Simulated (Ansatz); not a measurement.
The starting structures come from a database of crystals and need not be the phases stable at ambient conditions.

 Where the default PAW files enter, the runs use the earlier of Ansatz's two default sets.

```
SnZnP2
1.0
    3.92382     0.00000     0.00000
    0.00000     5.51072     0.00000
    0.00000     0.00000     4.00390
Zn Sn P
1 1 2
Cartesian
  0.00000   0.00000   0.00000
  1.96191   2.75536   2.00195
  1.96191   4.25945   0.00000
  0.00000   1.25126   2.00195
```

Space group of this cell: Pmm2. The cell is strained (lengths across the current scaled by 0.98, ions clamped); by r2SCAN its mean pressure is 3.6 GPa.

Transport runs along the normal of the first two printed cell vectors.

No gap correction and no spin-orbit coupling; mid-gap values are interpolated between computed energies.

Q: State the band gap and the smallest decay constant κ at mid-gap according to Ansatz (a quantum-chemistry and plane-wave program) with r2SCAN.

A: Gap 0.85 eV on a 8×6×8 mesh; κ = 0.079 1/Å, at the zone centre.
